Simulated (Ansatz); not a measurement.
# WC: response to strain

Consider WC (space group P-6m2, No. 187; a = 2.884 Å, c = 2.812 Å; relaxed with 0.1 eV smearing). Axes: x lies along a and z along c of the hexagonal cell.

Strains are applied to the cell and any free atomic positions relax.

Computed with LDA (Ansatz, an electronic-structure program), without spin-orbit coupling.

Notes on the quantities. energy relative to the base: free energy F; pressure: mean of the normal stresses, compression positive.

```tsv
variant	energy relative to the base	volume per atom	pressure
base	0 meV/atom	10.13 Å³	0.0 GPa
uniaxial strain ε_zz = −2.50 %	+21 meV/atom	9.87 Å³	12.8 GPa
uniaxial strain ε_zz = −1.50 %	+7.5 meV/atom	9.98 Å³	7.4 GPa
uniaxial strain ε_zz = −1.00 %	…	10.03 Å³	4.9 GPa
uniaxial strain ε_zz = −0.50 %	+0.8 meV/atom	10.08 Å³	2.4 GPa
uniaxial strain ε_zz = +0.50 %	+0.8 meV/atom	10.18 Å³	…
uniaxial strain ε_zz = +1.50 %	…	10.28 Å³	-6.7 GPa
uniaxial strain ε_zz = +2.00 %	…	10.33 Å³	-8.8 GPa
uniaxial strain ε_zz = +2.50 %	+19 meV/atom	10.38 Å³	-10.8 GPa
uniaxial strain ε_zz = +3.00 %	+27 meV/atom	10.43 Å³	-12.8 GPa
```

Question: Fill in the withheld entries from the trend.

Answer: 
- uniaxial strain ε_zz = −1.00 %, energy relative to the base: +3.3 meV/atom
- uniaxial strain ε_zz = +0.50 %, pressure: -2.3 GPa
- uniaxial strain ε_zz = +1.50 %, energy relative to the base: +7.0 meV/atom
- uniaxial strain ε_zz = +2.00 %, energy relative to the base: +12 meV/atom

No phonon test of stability was made. All final runs are without spin polarisation.
